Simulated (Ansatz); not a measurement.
Abridged Ansatz (an electronic-structure program) output:

```
Pseudopotential: La, paw, valence charge 11
Pseudopotential: B, paw, valence charge 3
Crystal: 7 atoms, lattice volume = 70.440 Å³
Basis set: ecut = 420 eV, 1357 PW (Γ), exchange–correlation on 60×60×60 points (8 copies of the dense FFT grid, shifted against one another)
Bands: 22, of which v1, the nominal top of the filled ones, is band 15 counted from 1 (14 counted from 0)
Symmetry: 48 space group operations
k-points: 56 of 1331
Functional: x = pbesol(κ = 0.804, μ = 0.12345679012345678), c = pbesol(β = 0.046)
SCF iter   1: F=—  HF=-7081.249447 eV  |F-HF|=—  |Δ(HF+E_count)|=         —  Δρ=4.75e-3  dr2=2.50e-2  ethr=1.77e-3  ⟨swp⟩=5.2  Hψ=5825  notcnv=0
SCF iter   2: F=—  HF=-7081.243315 eV  |F-HF|=—  |Δ(HF+E_count)|=   6.13e-3  Δρ=2.72e-3  dr2=9.02e-3  ethr=8.62e-5  ⟨swp⟩=2.8  Hψ=2293  notcnv=0  defer=69
SCF 1 converged in 7 iterations: F = -7081.240359 eV  dr2 = 6.65e-10
SCF converged after 7 iterations
Free energy (F): -7081.240359 eV
Internal energy: -7081.234872 eV  (E = F + TS)
E sigma→0 (E₀):  -7081.237616 eV
Entropy (-TS):   -0.005487 eV (-0.784 meV/atom)
Fermi energy:    12.260415 eV
--- Forces (eV/Å), atoms counted from 1 ---
  atom   1  La     0.00000000    -0.00000000     0.00000000
  atom   2  B      0.00424327     0.00000000     0.00000000
  atom   3  B     -0.00424327    -0.00000000     0.00000000
  atom   4  B     -0.00000000     0.00000000     0.00424327
  atom   5  B      0.00000000     0.00000000    -0.00424327
  atom   6  B     -0.00000000     0.00424327     0.00000000
  atom   7  B      0.00000000    -0.00424327     0.00000000
--- Stress (GPa, compression-positive) ---
       -0.009631      -0.000000       0.000000
        0.000000      -0.009631       0.000000
        0.000000       0.000000      -0.009631
  P = ⅓ Tr σ = -0.0096 GPa (-0.096 kbar)
```

### Question
What was computed, and what are the main results?

### Answer
LaB6, 7 atoms in the cell, with Kohn–Sham DFT with the PBEsol functional, run in Ansatz with PAW and 420 eV plane waves, spin-orbit coupling left out. The last SCF converged to F = -7081.240359 eV, or -1011.6058 eV per atom, at a pressure of -0.01 GPa. The total energy compares only with runs of the same code, potentials and settings.

No phonon test of stability was made. All final runs are without spin polarisation. An odd electron count without spin: LaB6. The cell is LaB6 (space group Pm-3m, No. 221).
